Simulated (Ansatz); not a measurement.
Take Y in the hcp (Mg type) structure (space group P6_3/mmc, No. 194; relaxed with 0.1 eV smearing) as the base.

```xyz
2
Lattice="3.5943 0.0000 0.0000 -1.7972 3.1128 0.0000 0.0000 0.0000 5.6099" Properties=species:S:1:pos:R:3 pbc="T T T"
Y      1.7972     1.0376     4.2074
Y      0.0000     2.0752     1.4025
```

Cartesian axes are those of the cell as printed.

Calculations: Ansatz (a program for electronic structure), PBEsol, PAW, cutoff 420 eV, spin-orbit coupling left out.

Before the change:

| Item | Value |
|---|---|
| Band gap | zero |

Perturbation: the cell is stretched by 2.50 % along z with no lateral relaxation; the atoms relax in the strained cell.

Question: Predict the new energy relative to the base, stress and band gap.

Answer: The energy goes up by 4.9 meV/atom; the stress (xx, yy, zz, yz, xz, xy; compression positive) is (-0.6, -0.6, -1.9, 0.0, 0.0, 0.0) GPa; the band gap stays zero.

Stability against distortions was not tested. The final runs are not spin-polarised.
